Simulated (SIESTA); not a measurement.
Band structure of GaCu3 (P6_3/mmc, 8 atoms in the cell).

```
CELL_PARAMETERS angstrom
      5.15739     0.00000     0.00000
     -2.57870     4.46643     0.00000
      0.00000     0.00000     4.20124
ATOMIC_POSITIONS crystal
  Ga 0.33333 0.66667 0.75000
  Ga 0.66667 0.33333 0.25000
  Cu 0.16539 0.33077 0.25000
  Cu 0.83461 0.66923 0.75000
  Cu 0.83461 0.16539 0.75000
  Cu 0.16539 0.83461 0.25000
  Cu 0.66923 0.83461 0.25000
  Cu 0.33077 0.16539 0.75000
```

Computed with SIESTA with LDA PW92, numerical atomic orbitals DZP, PseudoDojo LDA standard norm-conserving potentials (rewritten from UPF to PSML).

Settings: XC.functional = LDA; XC.authors = PW92; potentials = PseudoDojo LDA standard; PAO.BasisSize = DZP; PAO.EnergyShift = 0.01 Ry; MeshCutoff = 400 Ry; kgrid.MonkhorstPack = 5 5 5; OccupationFunction = MP; OccupationMPOrder = 0; ElectronicTemperature = 0.1 eV; MaxSCFIterations = 150; SCF.Mixer.Method = Pulay; SCF.Mixer.Weight = 0.2; SCF.Mixer.History = 6.

The starting cell comes from a database of computed structures (which also holds hypothetical and non-ambient phases and stackings), without a prior relaxation at this level. Spin polarisation is off. Values carry the incompleteness of an atom-centred basis.

Levels in eV from the Fermi level, bands 67 to 72:
```
point     67     68     69     70     71     72
-----  -----  -----  -----  -----  -----  -----
Γ      -1.78  -1.41  -1.41  -1.16  -0.10  -0.10
M      -2.31  -1.37   0.89   0.92   1.50   2.13
K      -2.35   0.91   0.91   1.15   1.53   1.53
A      -1.46  -1.46  -1.46  -1.46  -1.11  -1.11
L      -2.36  -2.36  -1.03  -1.03  -0.71  -0.71
H      -2.39  -2.39  -2.18  -2.18   1.91   1.91
```

Bands cross the Fermi level along this path, so the cell is metallic at this level.

Higher empty bands are left out: an atom-centred basis made for the valence describes them poorly.
